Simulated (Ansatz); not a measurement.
The starting structures come from a database of crystals and need not be the phases stable at ambient conditions.

 Where the default PAW files enter, the runs use the earlier of Ansatz's two default sets.

The decay constant κ of evanescent states in the gap governs leakage through a thin film.

Here is the system:

```yaml
crystal:
  lattice:
    - [4.84423, 0.00000, 0.00000]
    - [-1.34655, 6.21265, 0.00000]
    - [-0.67327, 3.10632, 3.65568]
  atoms:
    - { symbol: K, position: [0.50000, 0.50000, 0.00000] }
    - { symbol: As, position: [0.00000, 0.00000, 0.00000] }
    - { symbol: F, position: [0.07822, 0.72310, 0.04500] }
    - { symbol: F, position: [0.92178, 0.27690, 0.95500] }
    - { symbol: F, position: [0.72310, 0.76810, 0.31012] }
    - { symbol: F, position: [0.27690, 0.23190, 0.68988] }
    - { symbol: F, position: [0.76810, 0.07822, 0.64488] }
    - { symbol: F, position: [0.23190, 0.92178, 0.35512] }
```

Space group of this cell: R-3. The cell is taken as given; by PBEsol its mean pressure is 1.7 GPa.

Transport runs along the normal of the first two printed cell vectors, the (110) plane of the conventional cell.

The gap is the functional's own. No spin-orbit coupling. Mid-gap values are interpolated on the energy grid.

Question: State the band gap and the smallest decay constant κ at mid-gap according to PBEsol (Ansatz, a first-principles code).

Answer: Gap 5.37 eV on a 8×8×8 mesh; κ = 0.522 1/Å, at the zone centre.
